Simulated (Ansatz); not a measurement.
**What pressure 0.9 GPa does to Rh**

Start from Rh in the fcc (Cu type) structure (space group Fm-3m, No. 225; a = 3.830 Å).

Perturbation: cell and atoms relaxed at a pressure of 0.9 GPa.

Calculations: DFT with PBE, PAW potentials and a 420 eV plane-wave cutoff in Ansatz (a program for electronic structure), no spin-orbit coupling, earlier PAW set. Settings: 21×21×21 k-points, 0.05 eV Fermi–Dirac smearing.

```json
{
 "density": "12.21 g/cm³ (base 12.16 g/cm³)",
 "lattice_parameter_a": "3.826 Å (base 3.830 Å)",
 "shortest_interatomic_distance": "2.705 Å (base 2.708 Å)",
 "band_gap": "zero (base zero)"
}
```

Final structure:

```
Rh
1.0
    0.00000     1.91291     1.91291
    1.91291     0.00000     1.91291
    1.91291     1.91291     0.00000
Rh
1
Cartesian
  0.00000   0.00000   0.00000
```

Load acts through the strain it causes; cell and atoms are relaxed under it. Stability against distortions was not tested. All final runs are without spin polarisation.
